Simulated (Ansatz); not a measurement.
Consider SnTe in the rock salt structure (space group Fm-3m, No. 225; a = 6.2891 Å). Axes: x, y, z lie along the cube axes.

Structures relaxed with PBEsol (Ansatz, a quantum-chemistry and plane-wave program, PAW, no spin-orbit coupling).

Base:

Simulated powder pattern, Co Kα, λ = 1.79026 Å (kinematic, ideal powder, no thermal factors, no anomalous dispersion; the 10 strongest lines at most, above 2 %, up to 2θ = 90°):

```csv
2θ (°),I/Imax (%),hkl
33.08,100,(200)
47.48,74,(220)
59.08,26,(222)
69.41,12,(400)
79.07,34,(420)
88.42,27,(422)
```

After one change:

Simulated powder pattern, Co Kα, λ = 1.79026 Å (kinematic, ideal powder, no thermal factors, no anomalous dispersion; the 10 strongest lines at most, above 2 %, up to 2θ = 90°):

```
2θ (°)  I/Imax (%)
------  ----------
32.74          100
33.09           49
46.98           37
47.24           73
58.66           39
78.13           17
78.33           17
78.90           17
87.51           27
88.08           13
```

Problem. Which change produced these results?
A. biaxial strain +1.00 %, plane normal [001], relaxed out of plane
B. biaxial strain −2.50 %, plane normal [001], relaxed out of plane
C. biaxial strain +3.00 %, plane normal [001], relaxed out of plane
D. biaxial strain −3.00 %, plane normal [001], relaxed out of plane

Solution. A, biaxial strain +1.00 %, plane normal [001], relaxed out of plane. Its volume per atom is 31.71 Å³ against 31.09 Å³, and its space group is I4/mmm (No. 139).

Stability against distortions was not tested. All final runs are without spin polarisation.
